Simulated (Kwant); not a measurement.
Model system: quantum point contact (saddle potential) in a CdTe two-dimensional gas. Effective mass 0.096 mₑ, grid spacing 2.7 nm, hard walls, nominal width 80 nm (29 grid rows, so walls 81 nm apart), one parabolic valley, scattering region 240 nm long along x; energies count from the band bottom; Fermi energy 0.0202 eV. Potential (V0 + ½k y²) cos²(πx/L) for |x| < L/2, with V0 swept from 0.02121 to 0 eV, k = 0.00013 eV/nm², L = 51 nm.

Constants are typed, rounded textbook-type inputs, not results; the design itself was drawn at random and stands for no fabricated device.

Model: effective-mass tight-binding model on a square grid, one spin, coherent transport at 0 K (Kwant). Conductance is in e²/h.

Compare with the saddle-point formula G = Σ 1/(1 + exp(−2π(E − V0 − ħωy(n + ½))/ħωx)), taking ħωy = ħ√(k/m) and ħωx from the curvature along x of V0 plus half of the mode's confinement energy.

ħωy = 10.2 meV; at V0 = 17.2 meV the lowest mode has ħωx = 10.9 meV.

```
V0 (meV)  formula  simulation
--------  -------  ----------
20.0        0.068       0.070
17.2         0.23        0.25
14.4         0.61        0.65
11.7         0.93        0.94
8.91         1.07        1.08
6.15         1.31        1.35
```

The formula takes a parabolic saddle in the continuum; the run has the full potential on a grid.
